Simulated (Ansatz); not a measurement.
# H2O on the 1x1 (10-10) surface of wurtzite AlN (cut with top plane Al + N), one in a 2x1 cell, started at the site 'hollow Al'

Host crystal: wurtzite AlN, with a band gap (PBE, scalar-relativistic without spin-orbit coupling).

The numbers are results of HSE06, at the PBE geometry (plane waves to 420 eV, PAW; Ansatz, a program for electronic structure), not measurements.

Set-up: 35 atoms, 8.9 Å thick at the start under the adsorbate (thin: gaps and levels are the slab's own); mesh 3x3x1; 0.01 eV smearing; dipole correction on; single point; no symmetry held, on the structure that PBE left; no spin, no spin-orbit, no U, no dispersion correction. At the end it is bonded to Al + N. In PBE it is, or lies within 0.03 eV of, the lowest of the starts that converged; the order may differ at this level.

```yaml
energy of the end state, in which the adsorbate came apart, against H2O(g) at the same level: -3.01 eV
change_of_the_step_from_the_bottom_to_the_top_vacuum_level_against_the_clean_slab: -0.099 eV
height of the binding atom over the mean of the host atoms within 0.3 Å of the top one: 1.687 Å
note: in the relaxation the adsorbate left its starting site by 1.4 Å
cost: about 30 core-minutes (a rough figure)
```

A negative adsorption energy means that the adsorbate is more stable on the surface than in its reference.
